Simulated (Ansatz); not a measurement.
The starting structures come from a database of crystals and need not be the phases stable at ambient conditions.

## Evanescent states of K$_{2}$Se (Fm-3m, anti-fluorite, not sure to be the ambient phase, 3 atoms a cell, 37.6 Å³ an atom) along the normal of (110)

The numbers are results of PBEsol (plane waves, PAW; Ansatz, a program for electronic structure), not measurements.

The gap is the functional's own. No spin-orbit coupling. Mid-gap values are interpolated on the energy grid.

Energies count from the valence-band top; κ is the least over a 6×4 mesh across the current.

```json
[
 {"E (eV)": "0.06", "κ (1/Å)": "0.123", "where": "Γ"},
 {"E (eV)": "0.17", "κ (1/Å)": "0.196", "where": "Γ"},
 {"E (eV)": "0.28", "κ (1/Å)": "0.215", "where": "Γ"},
 {"E (eV)": "0.39", "κ (1/Å)": "0.228", "where": "Γ"},
 {"E (eV)": "0.49", "κ (1/Å)": "(withheld)", "where": "Γ"},
 {"E (eV)": "0.60", "κ (1/Å)": "(withheld)", "where": "Γ"},
 {"E (eV)": "0.71", "κ (1/Å)": "(withheld)", "where": "Γ"},
 {"E (eV)": "0.82", "κ (1/Å)": "(withheld)", "where": "Γ"},
 {"E (eV)": "0.94", "κ (1/Å)": "(withheld)", "where": "Γ"},
 {"E (eV)": "1.04", "κ (1/Å)": "(withheld)", "where": "Γ"},
 {"E (eV)": "1.16", "κ (1/Å)": "(withheld)", "where": "Γ"},
 {"E (eV)": "1.26", "κ (1/Å)": "(withheld)", "where": "Γ"},
 {"E (eV)": "1.38", "κ (1/Å)": "(withheld)", "where": "Γ"},
 {"E (eV)": "1.49", "κ (1/Å)": "(withheld)", "where": "Γ"},
 {"E (eV)": "1.59", "κ (1/Å)": "(withheld)", "where": "Γ"},
 {"E (eV)": "1.71", "κ (1/Å)": "0.162", "where": "Γ"},
 {"E (eV)": "1.81", "κ (1/Å)": "0.137", "where": "Γ"},
 {"E (eV)": "1.93", "κ (1/Å)": "0.104", "where": "Γ"},
 {"E (eV)": "2.04", "κ (1/Å)": "0.047", "where": "Γ"}
]
```

**Question.** Some entries are withheld; supply them.

**Answer.** 
- 0.49, κ (1/Å): 0.236
- 0.60, κ (1/Å): 0.241
- 0.71, κ (1/Å): 0.243
- 0.82, κ (1/Å): 0.243
- 0.94, κ (1/Å): 0.241
- 1.04, κ (1/Å): 0.236
- 1.16, κ (1/Å): 0.230
- 1.26, κ (1/Å): 0.221
- 1.38, κ (1/Å): 0.210
- 1.49, κ (1/Å): 0.197
- 1.59, κ (1/Å): 0.181
